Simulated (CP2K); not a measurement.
Input and output of a self-consistent single point for BaN2 (P1, 6 atoms in the cell) (CP2K).

Computed with PBEsol, GPW, DZVP-MOLOPT-SR-GTH basis, GTH-PBE potentials (GTH_POTENTIALS) in CP2K.

The change in words: atoms moved at random. Reference geometry:
```yaml
crystal:
  lattice:
    - [4.24728, 0.00000, 0.00000]
    - [1.88441, 3.80637, 0.00000]
    - [-1.62952, -1.01155, 7.10333]
  atoms:
    - { symbol: Ba, position: [0.20407, 0.79593, 0.75000] }
    - { symbol: Ba, position: [0.79593, 0.20407, 0.25000] }
    - { symbol: N, position: [0.44393, 0.15001, 0.54520] }
    - { symbol: N, position: [0.55607, 0.84999, 0.45480] }
    - { symbol: N, position: [0.84999, 0.55607, 0.95480] }
    - { symbol: N, position: [0.15001, 0.44393, 0.04520] }
```

Reference input (self-consistent single point, DFT PBEsol, GPW, DZVP-MOLOPT-SR-GTH basis, GTH-PBE potentials (GTH_POTENTIALS)): CUTOFF = 500 Ry; REL_CUTOFF = 60 Ry; SMEAR/METHOD = FERMI_DIRAC; ELECTRONIC_TEMPERATURE = 1160.45 K; KPOINTS/SCHEME = MONKHORST-PACK 6 6 4; GAMMA_CENTERED = T; XC_FUNCTIONAL = PBE:PBESOL; Ba/BASIS_SET = DZVP-MOLOPT-SR-GTH; Ba/POTENTIAL = GTH-PBE-q10; N/BASIS_SET = DZVP-MOLOPT-SR-GTH; N/POTENTIAL = GTH-PBE-q5; METHOD = GPW. This run's input differs from it in these lines:

```diff
@@ -74,8 +74,8 @@
       SCALED
-      Ba       0.20407000     0.79593000     0.75000000
-      Ba       0.79593000     0.20407000     0.25000000
-      N        0.44393000     0.15001000     0.54520000
-      N        0.55607000     0.84999000     0.45480000
-      N        0.84999000     0.55607000     0.95480000
-      N        0.15001000     0.44393000     0.04520000
+      Ba       0.19389600     0.80111900     0.74885500
+      Ba       0.79984700     0.21413000     0.26047500
+      N        0.44339100     0.14115100     0.53957600
+      N        0.57261300     0.83263000     0.46310300
+      N        0.84207700     0.57104000     0.94434300
+      N        0.14817600     0.43993000     0.04364700
     &END COORD
```

Output, abridged:

```
 SCF WAVEFUNCTION OPTIMIZATION

  Step     Update method      Time    Convergence         Total energy    Change
     1 NoMix/Diag. 0.30E+00      -     1.79046569       -91.2009079325 -9.12E+01
     2 Broy./Diag. 0.30E+00      -     0.07462936       -87.9109591253  3.29E+00
     3 Broy./Diag. 0.30E+00      -     0.11883158       -89.5526684074 -1.64E+00
     4 Broy./Diag. 0.30E+00      -     0.00988324       -90.8158683168 -1.26E+00
     5 Broy./Diag. 0.30E+00      -     0.01030643       -90.5148867106  3.01E-01
     6 Broy./Diag. 0.30E+00      -     0.00639578       -90.5523780440 -3.75E-02
   [... 12 lines left out ...]
    19 Broy./Diag. 0.30E+00      -     0.00000180       -90.6258465409  4.71E-05
    20 Broy./Diag. 0.30E+00      -     0.00000139       -90.6258654718 -1.89E-05
    21 Broy./Diag. 0.30E+00      -     0.00000221       -90.6258836690 -1.82E-05
    22 Broy./Diag. 0.30E+00      -     0.00000060       -90.6258857047 -2.04E-06
  *** SCF run converged in    22 steps ***

  Overlap energy of the core charge distribution:               0.00000009533301
  Self energy of the core charge distribution:               -203.88202786782537
  Core Hamiltonian energy:                                     48.95206517362369
  Hartree energy:                                              81.60370926607118
  Exchange-correlation energy:                                -17.29558483303552
  Electronic entropic energy:                                  -0.00404753946105
  Fermi energy:                                                 0.28020503356356

  Total energy:                                               -90.62588570466592
  Total energy (extrapolated to T->0):                        -90.62386193493539

                     Mulliken Population Analysis

   [... lines left out ...]

 STRESS| Analytical stress tensor [bar]
 STRESS|                        x                   y                   z
 STRESS|      x       -4.12612248481E+04   1.22453425142E+04  -1.60823659891E+04
 STRESS|      y        1.22453425142E+04  -1.97148308186E+04   2.04520238381E+04
 STRESS|      z       -1.60823659891E+04   2.04520238381E+04  -3.08468555497E+04
 STRESS| 1/3 Trace                                            -3.06076370721E+04
```

The run converged in 22 iterations. Against the reference run the free energy goes up by 21.6 meV/atom, the pressure goes from -2.01 to -3.06 GPa and the largest force goes from 0.727 to 2.275 eV/Å.

The starting cell comes from a database of computed structures (which also holds hypothetical and non-ambient phases and stackings), without a prior relaxation at this level. Its lattice was rescaled by a random factor within 2.5 % of one. For this run, on top of that: atoms moved at random. Values carry the incompleteness of an atom-centred basis. The potentials were made for another functional than the one used. With a pressure of about -3 GPa the cell is away from its equilibrium volume at this level. Forces in this geometry exceed 1 eV/Å. The run gives no clean gap (levels at the Fermi energy touch, overlap or are partly filled at this smearing), which alone does not show that the compound is a metal.

Cost on one core of a shared machine: roughly 2 min.
